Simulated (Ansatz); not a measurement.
Base system: GaSb in the zinc blende structure (space group F-43m, No. 216; a = 6.111 Å).

Perturbation: every Sb is replaced by N, then cell and atoms are relaxed.

Levels (all Ansatz, a first-principles code, PAW): PBEsol (420 eV, spin-orbit coupling left out); r2SCAN (500 eV, scalar-relativistic without spin-orbit coupling); HSE06 (420 eV, without spin-orbit coupling).

At the geometry relaxed with PBEsol, these levels gave the following band gaps, in shuffled order: (a) 1.70 eV, (b) 2.17 eV, (c) 3.00 eV.

Problem. Match each gap to its level.

Solution. (a) PBEsol; (b) r2SCAN; (c) HSE06.

Single points use the geometry relaxed with PBEsol. Whether these cells are dynamically stable was not tested. All final runs are without spin polarisation. This is not the structure that GaN has at room temperature and ambient pressure.
